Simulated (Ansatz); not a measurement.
System: MgS (model structure, started from the HgTe type, Fm-3m, No. 225, 6 atoms in the cell). Method: r²SCAN in Ansatz (plane waves, PAW).

Numerical settings: plane-wave cutoff 560 eV, 12×12×4 k mesh (along the axes of the cell as run), Fermi–Dirac smearing 0.01 eV, scalar-relativistic PAW data made under PBE.

Cell (relaxed at this level):

```
CELL_PARAMETERS angstrom
      3.67934     0.00000     0.00000
     -1.83967     3.18641     0.00000
      0.00000     0.00000     9.01206
ATOMIC_POSITIONS crystal
  Mg 0.33332 0.33332 0.00000
  Mg 0.66668 0.00000 0.33333
  Mg 0.00000 0.66668 0.66667
  S  0.33334 0.33334 0.50000
  S  0.66666 0.00000 0.83333
  S  0.00000 0.66666 0.16667
```

What does this level give for the band gap, smallest direct gap on the k points sampled and direct gap at Γ?


band gap: 3.46 eV (indirect)
smallest direct gap on the k points sampled: 4.38 eV
direct gap at Γ: 4.64 eV

Computed values are for the static lattice.

It cost about 70 core-seconds (a rough figure) of CPU time.

A model structure was made by putting elements into a prototype or built by hand; here it ended with the formula and space group of a phase in our tables.

Ansatz is a first-principles code.
